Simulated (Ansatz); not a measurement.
W under load (space group I4/mmm), Ansatz (a quantum-chemistry and plane-wave program) with PBEsol, DFPT electron-phonon coupling, linearised Boltzmann equation. Condition of this run: biaxial stress xx = yy = 3 GPa (compression positive) (the target of the relaxation). Phonon-limited resistivity 5.04 μΩ·cm at 300 K, 6.88 μΩ·cm at 400 K, current-weighted mean free path 17.3 nm, Drude plasma energy 7.87 eV.

Problem. What Drude relaxation time do resistivity and plasma energy imply?

Solution. ω_p = 1.20e16 s⁻¹, so τ = 1/(ε₀ ω_p² ρ) = 15.7 fs, a damping ħ/τ of 42.0 meV.

Problem. Estimate the electronic thermal conductivity at 300 K by the Wiedemann-Franz law (L₀ = 2.44×10⁻⁸ W·Ω/K²).

Solution. L₀T/ρ = 2.44×10⁻⁸ × 300/(5.04×10⁻⁸) = 145 W/(m·K). Inelastic scattering puts the true Lorenz number somewhat under L₀ near and below the Debye temperature.

Problem. What is the classical skin depth at 1 GHz (nonmagnetic, μ₀ = 1.257×10⁻⁶ H/m)?

Solution. δ = √(ρ/(π f μ₀)) = 3570 nm.

A metal at this level (no band gap). Only scattering by harmonic phonons is included (no impurities, grain boundaries, electron-electron scattering or thermal expansion). Spin-orbit coupling is left out, which matters with elements this heavy. The squared frequency of the phonon mode least converged on the k mesh is uncertain by about 19 %. The run warned that the eigensolver left some states short of its tolerance. Halving the electron mesh (36x36x36) moves the resistivity by up to 9 % at 300 K, the mean free path by up to 9 %. Smearing 0.20 eV; phonons on a 6x6x6 q mesh, which this run doesn't test.
